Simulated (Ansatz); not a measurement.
The starting structures come from a database of crystals and need not be the phases stable at ambient conditions.

 Where the default PAW files enter, the runs use the earlier of Ansatz's two default sets.

The decay constant κ of evanescent states in the gap governs leakage through a thin film.

Consider the following.

```xyz
12
Lattice="4.0592 0.0000 0.0000 0.0000 8.4444 0.0000 0.0000 0.0000 10.1150" Properties=species:S:1:pos:R:3 pbc="T T T"
Sb     2.9642     3.1673     3.8061
Sb     0.9346     5.2771     6.3089
Sb     0.9346     1.0549     8.8636
Sb     2.9642     7.3896     1.2514
S      2.9642     5.5550     4.5695
S      0.9346     2.8894     5.5455
S      0.9346     7.1117     9.6271
S      2.9642     1.3328     0.4880
I      2.9642     8.3632     6.7839
I      0.9345     0.0812     3.3312
I      0.9345     4.3034     1.7264
I      2.9642     4.1410     8.3887
```

Space group of this cell: Pnma. The cell was relaxed by PBE-D3(BJ); by PBEsol its mean pressure is -0.5 GPa.

Transport runs along the normal of the first two printed cell vectors.

The gap is the functional's own. No spin-orbit coupling. Mid-gap values are interpolated on the energy grid.

### Question
Estimate the band gap and the smallest decay constant κ at mid-gap that PBEsol run with Ansatz (a first-principles code) returns for this system.

### Answer
Gap 1.51 eV on a 8×4×4 mesh; κ = 0.163 1/Å, at (0.000, 0.250) of the in-plane reciprocal vectors. At the zone centre, at the nearest computed energy, the slowest state has κ = 0.16 1/Å.
